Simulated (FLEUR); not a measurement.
**Short convergence ladders for Al2Cu (I4mm, 3 atoms in the cell)**

```xyz
3
Lattice="-2.0202 2.0202 2.8368 2.0202 -2.0202 2.8368 2.0202 2.0202 -2.8368" Properties=species:S:1:pos:R:3 pbc="T T T"
Al     0.0000     2.0202     1.4184
Al     2.0202     0.0000     1.4184
Cu     0.0000     0.0000     2.8868
```

Base method: LDA (Perdew-Zunger), all-electron FLAPW (FLEUR), scalar-relativistic valence run with FLEUR.

Base settings: Kmax = 3.9 1/bohr; GmaxXC = 15.6 1/bohr; xcFunctional = pz; jspins = 1; l_soc = F; mode = hist; fermiSmearingEnergy = 0.00367493 Htr; mesh (inpgen div1-3) = 4 4 4; inpgen gamma flag = true; Gmax = 15.6 1/bohr.

**The setting Gmax**

Moved along: GmaxXC.

The mesh stays at the base's, so the ladder's end is converged at best in this setting alone.

Only quantities that move along the ladder and can be compared are tabulated.

These are the values that this program gave, and no reference: the default basis lacks the next d shell.

```tsv
Gmax	free energy less the last step's (meV/atom)
8.6 1/bohr	0.51
9.8 1/bohr	-1.54
11.7 1/bohr	0.13
13.7 1/bohr	-0.16
15.6 1/bohr	-0.04
17.6 1/bohr	-0.03
19.5 1/bohr	0.00
```

Coarsest Gmax that holds the free energy within 1 meV/atom of the last step, with all finer ones: 11.7 1/bohr; the step before is off by 1.5 meV/atom.

**The density cutoff**

Moved along: GmaxXC.

The mesh stays at the base's, so the ladder's end is converged at best in this setting alone.

Only quantities that move along the ladder and can be compared are tabulated.

These are the values that this program gave, and no reference: the default basis lacks the next d shell.

```tsv
Gmax	free energy less the last step's (meV/atom)
7.8 1/bohr	7.38
8.7 1/bohr	0.47
9.6 1/bohr	-2.04
11 1/bohr	0.09
12.3 1/bohr	0.07
13.5 1/bohr	-0.17
15.6 1/bohr	0.00
```

Coarsest Gmax that holds the free energy within 1 meV/atom of the last step, with all finer ones: 11 1/bohr; the step before is off by 2.0 meV/atom.

On the base run: the starting cell comes from a database of computed structures (which also holds hypothetical and non-ambient phases and stackings), without a prior relaxation at this level. Its lattice was rescaled by up to half a per cent. One atom was moved a little off its site on purpose. Spin polarisation is off. Values depend on the basis (sphere radii, cutoffs, local orbitals), which need not be converged.
